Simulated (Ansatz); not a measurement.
**A computed series for hypothetical zinc blende LuP: pressure series**

The parent structure is LuP in the zinc blende structure (space group F-43m, No. 216; a = 6.161 Å; a hypothetical phase, not in the database extracts checked).

Cell and atoms are relaxed at each pressure.

Computed with PBE (Ansatz, a quantum-chemistry and plane-wave program; PAW; 420 eV plane waves; no spin-orbit coupling).

```tsv
pressure (GPa)	volume per atom (Å³/atom)
-2	30.313
-1	29.749
0	29.227
1.8	28.396
4.2	?
9	25.869
18	23.715
45	19.868
60	18.498
```

Problem. Fit the third-order Birch–Murnaghan form P(V) = (3B₀/2)[(V₀/V)^(7/3) − (V₀/V)^(5/3)]·[1 + (3/4)(B₀′ − 4)((V₀/V)^(2/3) − 1)] (squares taken in P) to the rows shown and predict the withheld row.

Solution. Least squares on the printed values gives V₀ = 29.231 Å³/atom, B₀ = 59.7 GPa, B₀′ = 3.5; this predicts 27.447 Å³/atom, and the run gives 27.435 Å³/atom, 0.012 lower.

Load acts through the strain it causes; cell and atoms are relaxed under it. Whether these cells are dynamically stable was not tested. No other phases were tried under pressure.
